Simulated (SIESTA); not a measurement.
Band structure of ZnSnP₂ (I-42d, 8 atoms in the cell).

```
ZnSnP2
1.0
   -2.85255     2.85255     5.71992
    2.85255    -2.85255     5.71992
    2.85255     2.85255    -5.71992
Zn Sn P
2 2 4
Cartesian
  0.00000   2.85255   2.85996
  0.00000   0.00000   0.00000
  2.85255   0.00000   2.85996
  0.00000   0.00000   5.71992
  1.30430   1.42628   1.42998
 -1.42628   1.54825   4.28994
  1.54825   1.42628   7.14990
  4.27883   1.30430  -1.42998
```

Computed with GGA PBE, numerical atomic orbitals DZP, PseudoDojo PBE standard norm-conserving potentials (rewritten from UPF to PSML) run with SIESTA 5.4.2.

Settings: XC.functional = GGA; XC.authors = PBE; potentials = PseudoDojo PBE standard; PAO.BasisSize = DZP; PAO.EnergyShift = 0.01 Ry; MeshCutoff = 300 Ry; kgrid.MonkhorstPack = 4 4 4; OccupationFunction = FD; ElectronicTemperature = 10 K; MaxSCFIterations = 150; SCF.Mixer.Method = Pulay; SCF.Mixer.Weight = 0.2; SCF.Mixer.History = 6; SCF.DM.Tolerance = 1.0E-04.

The starting cell comes from a database of computed structures (which also holds hypothetical and non-ambient phases and stackings), without a prior relaxation at this level. Its lattice was rescaled by a random factor within 2.5 % of one. Values carry the incompleteness of an atom-centred basis.

Problem. Predict the gap along the standard path and the places of the band edges.

Solution. The gap along the path is 0.81 eV, direct at Γ to within 0.01 eV.

Levels in eV from the top of the valence band on the path, bands 41 to 45:
```tsv
point	41	42	43	44	45
Γ	-2.39	0.00	0.00	0.00	0.81
X	-1.02	-1.02	-0.73	-0.73	1.18
Y	-1.13	-1.13	-0.99	-0.99	1.52
S	-2.09	-1.80	-1.06	-0.85	1.70
Z	-1.65	-1.65	-1.28	-1.28	1.42
S1	-2.09	-1.80	-1.06	-0.85	1.70
N	-2.21	-1.77	-1.38	-0.91	2.47
P	-1.01	-1.01	-0.98	-0.97	1.69
Y1	-1.13	-1.13	-0.99	-0.99	1.52
```

Higher empty bands are left out: an atom-centred basis made for the valence describes them poorly.
